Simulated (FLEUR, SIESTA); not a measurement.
A FLEUR input for a self-consistent single point of Zn (P6_3/mmc, 2 atoms in the cell) (DFT, PBE, all-electron FLAPW (FLEUR), scalar-relativistic valence):

Input of the input generator:

```
Zn FLAPW
&input film=f /
2.4630690185 -4.2661606826 0.0000000000
2.4630690185 4.2661606826 0.0000000000
0.0000000000 0.0000000000 9.1670614306
1.0
1.0 1.0 1.0

2
30 0.3333333333 0.6666666667 0.2500000000
30 0.6666666667 0.3333333333 0.7500000000

&comp jspins=1 /
&kpt div1=14 div2=14 div3=7 gamma=t /
&end /
```

```xml
<?xml version="1.0" encoding="UTF-8" standalone="no"?>
<fleurInput fleurInputVersion="0.39">
   <comment>
      Zn FLAPW                                                                                            
   </comment>
   <calculationSetup>
      <cutoffs Kmax="4.3" Gmax="15.0" GmaxXC="15.0" numbands="0"/>
      <scfLoop itmax="60" minDistance="0.00001" maxIterBroyd="99" imix="Anderson" alpha="0.05" precondParam="0.0" spinf="2.0"/>
      <coreElectrons ctail="T" frcor="F" kcrel="0" coretail_lmax="0"/>
      <xcFunctional name="pbe" relativisticCorrections="F"/>
      <magnetism jspins="1"/>
      <soc l_soc="F" theta="0.0" phi="0.0" spav="F"/>
      <expertModes spex="0" secvar="F"/>
      <geometryOptimization l_f="T" forcealpha="1.0" forcemix="BFGS" epsdisp="0.00001" epsforce="0.00001"/>
      <ldaU l_linMix="F" mixParam="0.05" spinf="1.0"/>
   </calculationSetup>
   <cell>
      <bzIntegration valenceElectrons="24.0" mode="hist" fermiSmearingEnergy="0.00183747">
         <kPointListSelection listName="default-1"/>
         <!-- k-points included here -->
         <xi:include xmlns:xi="http://www.w3.org/2001/XInclude" href="kpts.xml"> </xi:include>
      </bzIntegration>
      <!-- symmetry operations included here -->
      <xi:include xmlns:xi="http://www.w3.org/2001/XInclude" href="sym.xml"> </xi:include>
      <bulkLattice scale="1.0">
         <bravaisMatrix>
            <row-1>    2.4630690185000002    -4.2661606825999998     0.0000000000000000</row-1>
            <row-2>    2.4630690185000002     4.2661606825999998     0.0000000000000000</row-2>
            <row-3>    0.0000000000000000     0.0000000000000000     9.1670614306000004</row-3>
         </bravaisMatrix>
      </bulkLattice>
   </cell>
   <atomSpecies>
      <species name="Zinc (Zn)" element="Zn" atomicNumber="30">
         <mtSphere radius="2.35" gridPoints="811" logIncrement="0.015"/>
         <atomicCutoffs lmax="10" lnonsphr="8"/>
         <electronConfig flipSpins="F">
            <coreConfig>(1s1/2) (2s1/2) (2p1/2) (2p3/2) (3s1/2) (3p1/2) (3p3/2)</coreConfig>
            <valenceConfig>(4s1/2) (3d3/2) (3d5/2)</valenceConfig>
         </electronConfig>
         <energyParameters s="4" p="4" d="3" f="4"/>
      </species>
   </atomSpecies>
   <atomGroups>
      <atomGroup species="Zinc (Zn)">
         <relPos label="                   1">1.000/3.000 -1.000/3.000 1.000/4.000</relPos>
         <relPos label="                   2">-1.000/3.000 1.000/3.000 -1.000/4.000</relPos>
         <force calculate="T" relaxXYZ="TTT"/>
      </atomGroup>
   </atomGroups>
   <output dos="F" band="F" slice="F">
      <checks vchk="F" cdinf="F"/>
      <bandDOS minEnergy="-.5*Htr" maxEnergy="0.5*Htr" sigma="0.015" storeEVData="T"/>
      <vacuumDOS vacdos="F" integ="F" star="F" nstars="0" locx1="0.0" locy1="0.0" locx2="0.0" locy2="0.0" nstm="0" tworkf="0.0"/>
      <unfoldingBand unfoldBand="F" supercellX="1" supercellY="1" supercellZ="1"/>
      <plotting iplot="0" polar="F">
         <plot TwoD="T" vec1="  1.0  0.0  0.0" vec2="  0.0  1.0  0.0" vec3="  0.0  0.0  1.0" zero="  0.0  0.0  0.0" file="plot"/>
      </plotting>
      <chargeDensitySlicing numkpt="0" minEigenval="0.0" maxEigenval="0.0" nnne="0" pallst="F"/>
      <specialOutput eonly="F"/>
      <magneticCircularDichroism mcd="F" energyLo="-10.0" energyUp="0.0"/>
   </output>
  <!-- We include the file relax.xml here to enable relaxations (see documentation) -->
  <xi:include xmlns:xi="http://www.w3.org/2001/XInclude" href="relax.xml"> <xi:fallback/> </xi:include>
</fleurInput>
```

Question: Write the same calculation as an input for SIESTA.

Answer: One input that does it (others would too):

```
# files in the folder: Zn.psml (PseudoDojo PBE standard)
SystemName  Zn
SystemLabel Zn

NumberOfAtoms                2
NumberOfSpecies              1
%block ChemicalSpeciesLabel
  1 30 Zn
%endblock ChemicalSpeciesLabel
LatticeConstant              1.0 Bohr
%block LatticeVectors
     2.463069031   -4.266160661    0.000000000
     2.463069031    4.266160661    0.000000000
     0.000000000    0.000000000    9.167061431
%endblock LatticeVectors
AtomicCoordinatesFormat      Ang
%block AtomicCoordinatesAndAtomicSpecies
     1.303400000    0.752518348    1.212750000  1
     1.303400000   -0.752518348    3.638250000  1
%endblock AtomicCoordinatesAndAtomicSpecies

XC.functional                GGA
XC.authors                   PBE
PAO.BasisSize                TZP
PAO.EnergyShift              0.01 Ry
MeshCutoff                   300 Ry
%block kgrid.MonkhorstPack
   14   0   0  0.0
    0  14   0  0.0
    0   0   7  0.0
%endblock kgrid.MonkhorstPack
OccupationFunction           FD
ElectronicTemperature        580.23 K

MaxSCFIterations             150
SCF.Mixer.Method             Pulay
SCF.Mixer.Weight             0.1
SCF.Mixer.History            6
SCF.DM.Tolerance             1.0E-05
Diag.ParallelOverK           true
WriteForces                  true
Charge.Mulliken              end
```

Basis settings and potentials, where a program has them, do not carry over. This input uses DFT, GGA PBE, numerical atomic orbitals TZP, PseudoDojo PBE standard norm-conserving potentials (rewritten from UPF to PSML).

The starting cell has typed, rounded lattice constants, without a prior relaxation at this level. For this run, on top of that: lattice scaled by 0.98.
